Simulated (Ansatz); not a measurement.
The starting structures come from a database of crystals and need not be the phases stable at ambient conditions.

Inside the gap of an insulator the Bloch states are evanescent, with a wavenumber k + iκ along the transport direction.

Consider the following.

```yaml
crystal:
  lattice:
    - [5.67799, 0.00000, 0.00000]
    - [0.00000, 8.17824, 0.00000]
    - [0.00000, 0.00000, 5.92801]
  atoms:
    - { symbol: Ca, position: [0.01799, 0.25000, 0.06071] }
    - { symbol: Ca, position: [0.98201, 0.75000, 0.93929] }
    - { symbol: Ca, position: [0.51799, 0.75000, 0.43929] }
    - { symbol: Ca, position: [0.48201, 0.25000, 0.56071] }
    - { symbol: Pb, position: [0.50000, 0.00000, 0.00000] }
    - { symbol: Pb, position: [0.00000, 0.00000, 0.50000] }
    - { symbol: Pb, position: [0.00000, 0.50000, 0.50000] }
    - { symbol: Pb, position: [0.50000, 0.50000, 0.00000] }
    - { symbol: O, position: [0.31001, 0.43404, 0.30473] }
    - { symbol: O, position: [0.68999, 0.56596, 0.69527] }
    - { symbol: O, position: [0.81001, 0.56596, 0.19527] }
    - { symbol: O, position: [0.18999, 0.43404, 0.80473] }
    - { symbol: O, position: [0.18999, 0.06596, 0.80473] }
    - { symbol: O, position: [0.81001, 0.93404, 0.19527] }
    - { symbol: O, position: [0.68999, 0.93404, 0.69527] }
    - { symbol: O, position: [0.31001, 0.06596, 0.30473] }
    - { symbol: O, position: [0.87377, 0.25000, 0.43997] }
    - { symbol: O, position: [0.12623, 0.75000, 0.56003] }
    - { symbol: O, position: [0.37377, 0.75000, 0.06003] }
    - { symbol: O, position: [0.62623, 0.25000, 0.93997] }
```

Space group of this cell: Pnma. The cell is taken as given; by r2SCAN its mean pressure is -0.9 GPa.

Transport runs along the normal of the first two printed cell vectors.

The gap is the functional's own. No spin-orbit coupling. Mid-gap values are interpolated on the energy grid.

### Question
Give the band gap and the smallest decay constant κ at mid-gap that r2SCAN (Ansatz, a quantum-chemistry and plane-wave program) yields.

### Answer
Gap 1.20 eV on a 6×4×6 mesh; κ = 0.211 1/Å, at the zone centre.
